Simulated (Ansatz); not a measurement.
Where the default PAW files enter, the runs use the earlier of Ansatz's two default sets.

Consider the following.

```xyz
2
Lattice="4.6416 0.0000 0.0000 0.0000 4.6416 0.0000 2.3208 2.3208 3.2821" Properties=species:S:1:pos:R:3 pbc="T T T"
Cd     0.0000     0.0000     0.0000
Te     4.6416     2.3208     1.6411
```

Space group of this cell: F-43m, zinc blende. The cell is taken as given; by PBEsol its mean pressure is -1.3 GPa.

Transport runs along the normal of the first two printed cell vectors, the (001) plane of the conventional cell.

No gap correction and no spin-orbit coupling; mid-gap values are interpolated between computed energies.

Q: Predict the band gap and the smallest decay constant κ at mid-gap from PBEsol run with Ansatz (a program for electronic structure).

A: Gap 0.55 eV on a 10×10×10 mesh; κ = 0.041 1/Å, at the zone centre.
